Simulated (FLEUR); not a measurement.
Band structure of YBRh3 (Pm-3m, 5 atoms in the cell).

```yaml
crystal:
  lattice:
    - [4.17882, 0.00000, 0.00000]
    - [0.00000, 4.17882, 0.00000]
    - [0.00000, 0.00000, 4.17882]
  atoms:
    - { symbol: Y, position: [0.00000, 0.00000, 0.00000] }
    - { symbol: B, position: [0.50000, 0.50000, 0.50000] }
    - { symbol: Rh, position: [0.00000, 0.50000, 0.50000] }
    - { symbol: Rh, position: [0.50000, 0.00000, 0.50000] }
    - { symbol: Rh, position: [0.50000, 0.50000, 0.00000] }
```

Level of theory: PBEsol, all-electron FLAPW (FLEUR), scalar-relativistic valence.

Settings: Kmax = 4.5 1/bohr; GmaxXC = 18 1/bohr; xcFunctional = PBEs; jspins = 1; l_soc = F; mode = hist; fermiSmearingEnergy = 0.00499791 Htr; mesh (inpgen div1-3) = 7 7 7; inpgen gamma flag = false; Gmax = 18 1/bohr; numbands = 0; maxIterBroyd = 15; imix = Anderson; alpha = 0.05.

The starting cell comes from a database of computed structures (which also holds hypothetical and non-ambient phases and stackings), without a prior relaxation at this level. Spin polarisation is off. Values depend on the basis (sphere radii, cutoffs, local orbitals), which need not be converged.

Levels in eV from the Fermi level, bands 26 to 33:
| point | 26 | 27 | 28 | 29 | 30 | 31 | 32 | 33 |
|---|---|---|---|---|---|---|---|---|
| Γ | -0.68 | -0.68 | -0.68 | 0.28 | 0.28 | 0.28 | 0.28 | 3.76 |
| X | -1.35 | -1.15 | -1.15 | -0.73 | 0.29 | 1.86 | 1.86 | 3.25 |
| M | -2.21 | -1.38 | -1.14 | -0.85 | -0.55 | 1.56 | 1.56 | 3.16 |
| R | -1.24 | 0.12 | 0.12 | 0.12 | 1.51 | 1.51 | 1.51 | 2.22 |
